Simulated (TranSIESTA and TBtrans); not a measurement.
System: Cu chain with one bond stretched by 2.5 Å. Leads: straight Cu chain, spacing 2.3 Å. Geometry: as built, not relaxed. Transport runs along z; the first 6 and the last 6 of the 20 atoms are the lead cells, repeated to infinity.

```xyz
20
Lattice="9.000 0.000 0.000 0.000 9.000 0.000 0.000 0.000 48.500" Properties=species:S:1:pos:R:3 pbc="F F T"
Cu     4.500     4.500     0.000
Cu     4.500     4.500     2.300
Cu     4.500     4.500     4.600
Cu     4.500     4.500     6.900
Cu     4.500     4.500     9.200
Cu     4.500     4.500    11.500
Cu     4.500     4.500    13.800
Cu     4.500     4.500    16.100
Cu     4.500     4.500    18.400
Cu     4.500     4.500    20.700
Cu     4.500     4.500    25.500
Cu     4.500     4.500    27.800
Cu     4.500     4.500    30.100
Cu     4.500     4.500    32.400
Cu     4.500     4.500    34.700
Cu     4.500     4.500    37.000
Cu     4.500     4.500    39.300
Cu     4.500     4.500    41.600
Cu     4.500     4.500    43.900
Cu     4.500     4.500    46.200
```

Run with TranSIESTA and TBtrans (open boundaries, self-consistent; PseudoDojo norm-conserving potentials, scalar-relativistic): PAO.BasisSize DZP, PAO.EnergyShift 0.15 eV, XC.Authors PBE, Mesh.Cutoff 200 Ry, ElectronicTemperature 300 K, TS.Voltage 0.0 eV, TBT.Elecs.Eta 0.001 eV, no spin polarisation.

Energies count from the leads' Fermi level. Transmissions are for one spin of a degenerate pair. The energy step is 0.01 eV; narrower resonances are cut or missed.

| E (eV) | T |
|---|---|
| -0.20 | 0.0993 |
| -0.15 | 0.109 |
| -0.10 | 0.125 |
| -0.05 | 0.0960 |
| 0.00 | 0.0989 |
| 0.05 | 0.101 |
| 0.10 | 0.102 |
| 0.15 | 0.103 |
| 0.20 | 0.103 |

Give the zero-bias conductance in μS and the resistance at 300 K.

At the Fermi level T = 0.0989. Averaged with −∂f/∂E over the full grid (kT = 25.9 meV) it is 0.0994. With G0 = 2e²/h = 77.48 μS, G = 7.70 μS and R = 1/G = 130 kΩ.

The eigenchannels at the Fermi level transmit 0.0989. What Fano factor of the shot noise follows at low temperature and bias?

F = Σ τ(1 − τ)/Σ τ = 0.0891/0.0989 = 0.90.

The leads' channel count changes near -0.01 eV, within the thermal window, so values at the Fermi level hang on where that band edge falls. The straight chain is held at its spacing; free chains may zigzag or dimerise. No spin-polarised start was tried, so a magnetic state, if there is one, is missed.
